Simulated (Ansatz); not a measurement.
**OH on the 1x1 (111) surface of fcc Ir, one in a 2x2 cell, started at the site 'bridge Ir-Ir (span 2.7 Å)'**

Calculation: PBE (plane waves to 420 eV, PAW; Ansatz, a program for electronic structure).

Set-up: 18 atoms, 6.6 Å thick at the start under the adsorbate (thin: gaps and levels are the slab's own); mesh 6x6x1; 0.1 eV smearing; dipole correction on; 8 atoms held, the rest relaxed; no symmetry held; no spin, no spin-orbit, no U, no dispersion correction. At the end it is bonded to 2 Ir. In PBE it is, or lies within 0.03 eV of, the lowest of the starts that converged.

| Item | Result |
|---|---|
| adsorption energy against H2O(g) − ½ H2(g) | 0.62 eV |
| work function of the top face | 4.90 eV |
| change of the work function | -0.59 eV |
| change of the step from the bottom to the top vacuum level, against the clean slab | -0.61 eV |
| energy released by relaxation | 0.42 eV |
| height of the binding atom over the mean of the host atoms within 0.3 Å of the top one | 1.755 Å |
| nearest host atoms of the binding atom | Ir at 2.18 Å, Ir at 2.18 Å, Ir at 3.00 Å |
| largest move of a host atom | 0.07 Å |
| caution | the clean host was not checked against rearrangement in a larger or rattled cell |
| cost | about 22 core-minutes (a rough figure) |

A negative adsorption energy means that the adsorbate is more stable on the surface than in its reference.
